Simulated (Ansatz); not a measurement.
The starting structures come from a database of crystals and need not be the phases stable at ambient conditions.

 Where the default PAW files enter, the runs use the earlier of Ansatz's two default sets.

**Evanescent states of AlBO₃ (R-3c, not sure to be the ambient phase, 10 atoms a cell, 8.1 Å³ an atom, -7 GPa at this level) along the normal of (110)**

Calculation: r2SCAN (plane waves, PAW; Ansatz, a quantum-chemistry and plane-wave program).

The gap is the functional's own. No spin-orbit coupling. Mid-gap values are interpolated on the energy grid.

Energies count from the valence-band top; κ is the least over a 6×6 mesh across the current.

```json
[
 {"E (eV)": "0.15", "κ (1/Å)": "0.156", "where": "Γ"},
 {"E (eV)": "0.47", "κ (1/Å)": "0.253", "where": "Γ"},
 {"E (eV)": "0.78", "κ (1/Å)": "0.309", "where": "Γ"},
 {"E (eV)": "1.08", "κ (1/Å)": "0.349", "where": "Γ"},
 {"E (eV)": "1.40", "κ (1/Å)": "0.378", "where": "Γ"},
 {"E (eV)": "1.71", "κ (1/Å)": "0.400", "where": "Γ"},
 {"E (eV)": "2.02", "κ (1/Å)": "0.418", "where": "Γ"},
 {"E (eV)": "2.33", "κ (1/Å)": "0.431", "where": "Γ"},
 {"E (eV)": "2.63", "κ (1/Å)": "0.440", "where": "Γ"},
 {"E (eV)": "2.94", "κ (1/Å)": "0.446", "where": "Γ"},
 {"E (eV)": "3.25", "κ (1/Å)": "0.449", "where": "Γ"},
 {"E (eV)": "3.56", "κ (1/Å)": "0.449", "where": "Γ"},
 {"E (eV)": "3.88", "κ (1/Å)": "0.446", "where": "Γ"},
 {"E (eV)": "4.18", "κ (1/Å)": "0.440", "where": "Γ"},
 {"E (eV)": "4.50", "κ (1/Å)": "0.431", "where": "Γ"},
 {"E (eV)": "4.80", "κ (1/Å)": "0.418", "where": "Γ"},
 {"E (eV)": "5.12", "κ (1/Å)": "0.401", "where": "Γ"},
 {"E (eV)": "5.42", "κ (1/Å)": "0.379", "where": "Γ"},
 {"E (eV)": "5.74", "κ (1/Å)": "0.351", "where": "Γ"},
 {"E (eV)": "6.04", "κ (1/Å)": "0.316", "where": "Γ"},
 {"E (eV)": "6.36", "κ (1/Å)": "0.267", "where": "off Γ"},
 {"E (eV)": "6.67", "κ (1/Å)": "0.141", "where": "off Γ"}
]
```

Problem. How thick must the barrier be to attenuate the transmission by 10^8 when the electrodes' Fermi level lies at 5.74 eV, and what attenuation does that film give at 2.33 eV?

Solution. d = 8 ln 10 / (2 × 0.351) = 26.2 Å. At 2.33 eV it gives 8 × 0.431/0.351 = 9.8 decades.
